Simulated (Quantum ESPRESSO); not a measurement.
Worked example: self-consistent single point of K3Al (Pm-3m, 4 atoms in the cell) in Quantum ESPRESSO.

Computed with PBEsol, PseudoDojo standard norm-conserving (PBESOL) pseudopotentials (plane waves; Quantum ESPRESSO).

```
K3Al
1.0
    5.77187     0.00000     0.00000
    0.00000     5.77187     0.00000
    0.00000     0.00000     5.77187
K Al
3 1
Direct
  0.00000   0.50000   0.50000
  0.50000   0.00000   0.50000
  0.50000   0.50000   0.00000
  0.00000   0.00000   0.00000
```

Reference input (self-consistent single point, DFT, PBEsol, plane waves, PseudoDojo standard norm-conserving (PBESOL) pseudopotentials): ecutwfc = 75 Ry; occupations = smearing; smearing = fd; degauss = 0.0036749 Ry; potentials = {K: K.upf, Al: Al.upf}; K_POINTS = automatic 5 5 5 0 0 0; conv_thr = 1e-10 Ry; mixing_beta = 0.3. This run's input differs from it in these lines:

```diff
@@ -31,3 +31,3 @@
 K_POINTS automatic
-5 5 5  0 0 0
+6 6 6  0 0 0
```

Output (repeated stretches shortened):

```
     Self-consistent Calculation

     iteration #  1     ecut=    75.00 Ry     beta= 0.30

     Threshold (ethr) on eigenvalues was too large:
     Diagonalizing with lowered threshold

     total energy              =    -184.51450744 Ry
     estimated scf accuracy    <       0.06538455 Ry

     iteration #  2     ecut=    75.00 Ry     beta= 0.30

     total energy              =    -184.52033335 Ry
     estimated scf accuracy    <       0.00614459 Ry

     iteration #  3     ecut=    75.00 Ry     beta= 0.30

     total energy              =    -184.52106186 Ry
     estimated scf accuracy    <       0.00161995 Ry

   [... 12 blocks of this kind left out ...]

     iteration # 16     ecut=    75.00 Ry     beta= 0.30

     total energy              =    -184.52130466 Ry
     estimated scf accuracy    <          6.6E-10 Ry

     iteration # 17     ecut=    75.00 Ry     beta= 0.30
     End of self-consistent calculation

     the Fermi energy is     2.8904 ev

!    total energy              =    -184.52130466 Ry
     estimated scf accuracy    <          2.7E-12 Ry
     smearing contrib. (-TS)   =      -0.00201302 Ry
     internal energy E=F+TS    =    -184.51929164 Ry

     convergence has been achieved in  17 iterations

     Forces acting on atoms (cartesian axes, Ry/au):

     atom    1 type  1   force =     0.00000000    0.00000000    0.00000000
   [... zero for the other atoms too ...]

     Total force =     0.000000     Total SCF correction =     0.000000

          total   stress  (Ry/bohr**3)                   (kbar)     P=       -3.94
  -0.00002680   0.00000000   0.00000000           -3.94        0.00        0.00
   0.00000000  -0.00002680   0.00000000            0.00       -3.94        0.00
   0.00000000   0.00000000  -0.00002680            0.00        0.00       -3.94

   JOB DONE.
```

The run converged in 17 iterations. Against the reference run the free energy goes up by 3.4 meV/atom and the pressure hardly changes (-0.41 to -0.39 GPa).

The starting cell comes from a database of computed structures (which also holds hypothetical and non-ambient phases and stackings), without a prior relaxation at this level.

Cost on one core of a shared machine: roughly 3 min.
